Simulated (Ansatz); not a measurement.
Consider the following.

```
CELL_PARAMETERS angstrom
     -2.51823     2.51823     4.89790
      2.51823    -2.51823     4.89790
      2.51823     2.51823    -4.89790
ATOMIC_POSITIONS crystal
  Zn 0.75000 0.25000 0.50000
  Zn 0.00000 0.00000 0.00000
  Si 0.25000 0.75000 0.50000
  Si 0.50000 0.50000 0.00000
  P  0.13598 0.12500 0.51098
  P  0.61402 0.62500 0.48902
  P  0.37500 0.86402 0.98902
  P  0.87500 0.38598 0.01098
```

No spin polarisation.

Method: PBE (Ansatz, a first-principles code), no SOC. Settings: 9×9×9 k-points, 0.05 eV Fermi–Dirac smearing.

### Question
What is the computed electron mass?

### Answer
1.3 mₑ along c, 0.23 mₑ across (at Γ).

### Question
What width of the top valence band does the calculation give?

### Answer
1.70 eV.

### Question
What is the computed valence-band top at Γ (three highest levels, from the VBM)?

### Answer
0.00, -0.15, -0.15 eV.

The levels and masses belong to the bands next to the band gap. Load acts through the strain it causes; cell and atoms are relaxed under it. Masses are band curvatures over ±0.01 Å⁻¹ around the edge. Whether these cells are dynamically stable was not tested. Competing high-pressure phases were not computed. The cell was made from ZnSiP2 in the chalcopyrite structure (space group I-42d, No. 122) by this change: pressure 30 GPa.
